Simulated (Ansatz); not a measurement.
The reference is KTaO3 in the cubic perovskite structure (space group Pm-3m, No. 221; a = 4.024 Å).

Now apply this change: hydrostatic tension (pressure −2 GPa).

Levels (all Ansatz, a first-principles code, PAW): PBE (420 eV, spin-orbit coupling left out); r2SCAN (500 eV, no spin-orbit coupling); HSE06 (420 eV, no spin-orbit coupling); PBE+SOC (420 eV, noncollinear with spin-orbit coupling).

At the geometry relaxed with PBE, these levels gave the following band gaps, in shuffled order: (a) 1.99 eV, (b) 2.53 eV, (c) 2.14 eV, (d) 3.47 eV.

Problem. Match each gap to its level.

Solution. (a) PBE+SOC; (b) r2SCAN; (c) PBE; (d) HSE06.

Single points use the geometry relaxed with PBE. HSE06 gaps are upper bounds (no full band path). Differences between runs with and without spin-orbit coupling are approximate. With Ta present, leaving out spin-orbit coupling can change the band edges. Load acts through the strain it causes; cell and atoms are relaxed under it. No phonon test of stability was made.
